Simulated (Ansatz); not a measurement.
## Bi2Te2S (within 0.1 Å of I4/mmm, No. 139, 5 atoms in the cell; start mp-632485; a measured phase of this formula has another space group)

All values below come from PBEsol (Ansatz, a first-principles code, PAW).

Settings: plane-wave cutoff 520 eV, 8×8×8 k mesh, Fermi–Dirac smearing 0.01 eV, scalar-relativistic PAW data made under PBE.

Cell (relaxed at this level):

```cif
data_Bi4S2Te4
_chemical_formula_sum 'Bi4 Te4 S2'
_space_group_name_H-M_alt 'I4/mmm'
_space_group_IT_number 139
_space_group_name_Hall '-I 4 2'
_cell_length_a 4.37219
_cell_length_b 4.37219
_cell_length_c 18.03112
_cell_angle_alpha 90.000
_cell_angle_beta 90.000
_cell_angle_gamma 90.000
loop_
_atom_site_label
_atom_site_type_symbol
_atom_site_symmetry_multiplicity
_atom_site_Wyckoff_symbol
_atom_site_fract_x
_atom_site_fract_y
_atom_site_fract_z
_atom_site_occupancy
Bi1 Bi 4 e 0.00000 0.00000 0.13928 1
Te1 Te 4 e 0.00000 0.00000 0.32548 1
S1 S 2 a 0.00000 0.00000 0.00000 1
```
(The calculation used a cell of 5 atoms; values per cell refer to that cell.)

```yaml
band_gap: 0.20 eV (on the SCF k mesh)
direct gap at Γ: 3.28 eV
bulk_modulus: 45.4 GPa
```

Note: the bulk modulus is −V dP/dV from two relaxed cells at ±2 % in volume.

Spin–orbit coupling is not included; it can close the smallest gap of 0.20 eV.

It cost around 8 core-minutes (rough) of CPU time.

A start named mp-… is a Materials Project structure, which need not be a measured phase.
